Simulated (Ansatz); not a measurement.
# PBE against r2SCAN: Be, isotropic strain −0.57 %

The parent structure is Be in the hcp (Mg type) structure (space group P6_3/mmc, No. 194; a = 2.2627 Å, c = 3.5664 Å; relaxed with 0.1 eV smearing).

(Cell as relaxed with PBE.)

Levels (all Ansatz, a first-principles code, PAW): PBE (420 eV, scalar-relativistic without spin-orbit coupling); r2SCAN (500 eV, without spin-orbit coupling).

Each level relaxes its own structure.

```json
[
 {"base": "volume per atom", "PBE": "7.91 Å³", "r2SCAN": "7.91 Å³"},
 {"base": "lattice parameter a", "PBE": "2.263 Å", "r2SCAN": "2.262 Å"},
 {"base": "band gap", "PBE": "zero", "r2SCAN": "zero"}
]
```

The change: an isotropic linear strain of −0.57 %, atoms relaxed at fixed cell.

```json
[
 {"quantity": "energy relative to the base (free energy F)", "PBE": "+0.9 meV/atom", "r2SCAN": "+0.9 meV/atom"},
 {"quantity": "pressure (mean of the normal stresses, compression positive)", "PBE": "2.2 GPa", "r2SCAN": "2.2 GPa"},
 {"quantity": "band gap", "PBE": "zero", "r2SCAN": "zero"}
]
```

The two agree on the energy relative to the base, pressure and band gap. Neither level is exact; r2SCAN is the comparison here, not a measurement.

Stability against distortions was not tested.
